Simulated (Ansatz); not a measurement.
Input:

End structure of a constructed model of the (111)A surface of zinc-blende GaP, Ga-terminated, 2x2 In adatom at T4 (bottom of the slab: 3 H on 4 bottom sites):

```yaml
crystal:
  lattice:
    - [7.78845, 0.00000, 0.00000]
    - [-3.89423, 6.74500, 0.00000]
    - [0.00000, 0.00000, 30.00000]
  atoms:
    - { symbol: P, position: [0.00170, 0.99803, 0.32645] }
    - { symbol: P, position: [0.49642, 0.99821, 0.32658] }
    - { symbol: P, position: [0.00170, 0.50367, 0.32645] }
    - { symbol: P, position: [0.50016, 0.50008, 0.31223] }
    - { symbol: Ga, position: [0.34478, 0.18999, 0.34814] }
    - { symbol: Ga, position: [0.83360, 0.16680, 0.34885] }
    - { symbol: Ga, position: [0.34478, 0.65479, 0.34814] }
    - { symbol: Ga, position: [0.81002, 0.65501, 0.34841] }
    - { symbol: P, position: [0.33333, 0.16667, 0.42784] }
    - { symbol: P, position: [0.83333, 0.16667, 0.42784] }
    - { symbol: P, position: [0.33333, 0.66667, 0.42784] }
    - { symbol: P, position: [0.83333, 0.66667, 0.42784] }
    - { symbol: Ga, position: [0.16667, 0.33333, 0.45434] }
    - { symbol: Ga, position: [0.66667, 0.33333, 0.45434] }
    - { symbol: Ga, position: [0.16667, 0.83333, 0.45434] }
    - { symbol: Ga, position: [0.66667, 0.83333, 0.45434] }
    - { symbol: P, position: [0.16623, 0.33312, 0.53440] }
    - { symbol: P, position: [0.66892, 0.33745, 0.53368] }
    - { symbol: P, position: [0.16222, 0.83111, 0.53369] }
    - { symbol: P, position: [0.66892, 0.83147, 0.53368] }
    - { symbol: Ga, position: [0.00102, 0.00234, 0.56199] }
    - { symbol: Ga, position: [0.49994, 0.99997, 0.55525] }
    - { symbol: Ga, position: [0.00102, 0.49868, 0.56199] }
    - { symbol: Ga, position: [0.49757, 0.49879, 0.56178] }
    - { symbol: P, position: [0.00516, 0.01036, 0.64296] }
    - { symbol: P, position: [0.49989, 0.99994, 0.63254] }
    - { symbol: P, position: [0.00516, 0.49480, 0.64296] }
    - { symbol: P, position: [0.48937, 0.49469, 0.64281] }
    - { symbol: Ga, position: [0.34291, 0.15717, 0.67131] }
    - { symbol: Ga, position: [0.81409, 0.15705, 0.67125] }
    - { symbol: Ga, position: [0.34291, 0.68575, 0.67131] }
    - { symbol: Ga, position: [0.83309, 0.66655, 0.65102] }
    - { symbol: H, position: [0.99807, 0.00273, 0.27899] }
    - { symbol: H, position: [0.50434, 0.00217, 0.27912] }
    - { symbol: H, position: [0.99807, 0.49534, 0.27899] }
    - { symbol: In, position: [0.50007, 0.00003, 0.73112] }
```

Slab: 36 atoms, 13.6 Å thick at the start with caps and adatoms (thin: gaps and levels are the slab's own); k 3x3x1, smearing 0.025 eV, dipole-corrected; 8 atoms held, the rest relaxed; start symmetry kept, larger cells not searched; no spin, no spin-orbit, no U. It is one candidate, not shown to be the stable structure of the face.

### Question
What is the computed gap of the slab on its k-mesh (Ansatz (an electronic-structure program) with PBE)?

### Answer
0.43 eV

### Question
Give the highest filled level below the top vacuum level at the level PBE.

### Answer
4.29 eV
